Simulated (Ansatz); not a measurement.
## Pressure series in Ta

Consider Ta in the bcc (W type) structure (space group Im-3m, No. 229; a = 3.2541 Å).

Cell and atoms are relaxed at each pressure.

All numbers come from LDA/PAW in Ansatz (an electronic-structure program), no spin-orbit coupling.

Notes on the quantities. enthalpy: H = E + PV relative to the base's energy.

```
case                   density       enthalpy
-----------------  -----------  -------------
base               17.44 g/cm³              –
pressure −2 GPa    17.28 g/cm³  -0.22 eV/atom
pressure −1 GPa    17.36 g/cm³  -0.11 eV/atom
pressure 0.9 GPa   17.51 g/cm³  +0.10 eV/atom
pressure 2.1 GPa   17.61 g/cm³  +0.22 eV/atom
pressure 4.5 GPa   17.79 g/cm³  +0.48 eV/atom
pressure 9 GPa     18.12 g/cm³  +0.95 eV/atom
pressure 15 GPa    18.55 g/cm³  +1.56 eV/atom
pressure 22.5 GPa  19.05 g/cm³  +2.31 eV/atom
pressure 30 GPa    19.52 g/cm³  +3.04 eV/atom
```

Load acts through the strain it causes; cell and atoms are relaxed under it. Whether these cells are dynamically stable was not tested. No other phases were tried under pressure. The final runs are not spin-polarised.
